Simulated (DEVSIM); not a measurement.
Structure: abrupt Si p-n junction, at 300 K.

Layer 1 from the left is Si, thickness (μm) 4.30, Na (cm⁻³) 1.8e17, τn (s) 1.3e-5, τp (s) 1.3e-5. Layer 2 from the left is Si, thickness (μm) 0.630, Nd (cm⁻³) 6.2e15, τn (s) 1.3e-5, τp (s) 1.3e-5.

Left contact: ohmic. Right contact: ohmic. Voltage is applied to the left contact. Recombination: SRH at mid-gap, radiative. Mobility is constant in doping.

Constants are typed, rounded textbook-type inputs, not results; the design itself was drawn at random and stands for no fabricated device. Values at 300 K.

Si: gap (eV) 1.124, affinity (eV) 4.05, permittivity 11.7, Nc (cm⁻³) 2.86e19, Nv (cm⁻³) 3.1e19, μn (cm²/Vs) 1417, μp (cm²/Vs) 470, B (cm³/s) 4.7e-15.

Model (solved in DEVSIM): 1D drift-diffusion, Boltzmann statistics, complete ionisation; no tunnelling, impact ionisation, image-force lowering or self-heating.

What does the simulation give for the largest field in the device at zero bias, the dark forward voltage at 1 A/cm²?

largest field in the device at zero bias 39000 V/cm; dark forward voltage at 1 A/cm² 0.541 V.
